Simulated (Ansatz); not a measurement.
**CdS under a change: holes 1.5×10^21 cm⁻³**

The reference is CdS in the zinc blende structure (space group F-43m, No. 216; a = 5.9271 Å).

It is then changed as follows: 0.0781 holes added to each cell, a density of 1.5×10^21 cm⁻³, with a uniform compensating background at fixed cell and a 300 K Fermi–Dirac width.

Computed with PBE, PAW, 420 eV (Ansatz, a first-principles code; no SOC), earlier PAW set. Settings: 22×22×22 k-points, 0.0259 eV Fermi–Dirac smearing.

The gap between the host's bands rises by 0.07 eV (1.04 eV → 1.11 eV) and the gap character stays direct at Γ. The Fermi level relative to the doped band's edge (positive inside the band; to 0.05 eV) is +0.20 eV.

Cost of the whole job for the changed cell (relaxation, final SCF and bands): about 50 core-seconds (a rough figure).

Carriers are added with a uniform compensating background; total energy and stress of such cells depend on the potential's zero and are not compared; many-body gap narrowing is missing at this level. Semilocal Kohn–Sham gaps tend to fall short of experiment. Stability against distortions was not tested.
